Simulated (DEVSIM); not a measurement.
Device: Co/HfO2/p-Si capacitor, at 400 K.

Layer 1 from the left is HfO2, thickness (nm) 3.80. Layer 2 from the left is Si, thickness (nm) 2800, Na (cm⁻³) 4.2e16.

Metal gate on the left, work function 5 eV. Fixed charge at the semiconductor interface 2.5e11 cm⁻² (in units of +e); no interface traps.

This is a model device: material constants are rounded textbook-type values typed into the input, and sizes, dopings and lifetimes were drawn at random. Values at 300 K; Nc and Nv go as T^1.5, mobilities as T to minus their exponent, the gap by Varshni's rule with the affinity fixed.

HfO2: gap (eV) 5.7, affinity (eV) 2.5, permittivity 22. Si: gap (eV) 1.124, affinity (eV) 4.05, permittivity 11.7, Nc (cm⁻³) 2.86e19, Nv (cm⁻³) 3.1e19, Varshni α (eV/K) 0.000473, Varshni β (K) 636.

Question: Estimate by hand the flat-band voltage, the threshold voltage, and compare with a numerical solution.

Answer: 
- Flat-band voltage: C = 5.13 μF/cm², work-function difference 0.096 V; VFB = φms − qNf/C = 0.09 V; numerical 0.09 V.
- Threshold voltage: φF = 0.307 V, depletion charge √(4εqNφF) = 9.25e-8 C/cm²; VT = VFB + 2φF + Qd/C = 0.72 V; numerical 0.72 V.

DEVSIM, 1D Poisson equation in equilibrium, Boltzmann statistics, complete ionisation; no quantum confinement or tunnelling. Metal contacts follow the ideal Schottky-Mott rule: no Fermi-level pinning, no interface dipoles.
